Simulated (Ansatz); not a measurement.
Gap of a (7,0) ZnO nanotube at several levels, all on one geometry.

Levels: PBE (plane waves to 420 eV, PAW; Ansatz, a first-principles code); r2SCAN (plane waves to 500 eV, PAW; Ansatz); HSE06 (Ansatz). Unmarked values and the geometry are of the first. Mesh 1×1×6. No spin polarisation. One-dimensional cell, images about 11 Å apart. A hypothetical model, rolled from the flat sheet. Symmetry and one short period hold its shape; lower forms weren't sought. HSE06 ran on a 1×1×4 mesh and at PBE's edge points.

| level | gap (eV) |
|---|---|
| PBE | 1.61 |
| r2SCAN | [?] |
| HSE06 | 3.19 |

**Question.** Some entries are withheld; supply them.

**Answer.** 
- r2SCAN, gap (eV): 1.97
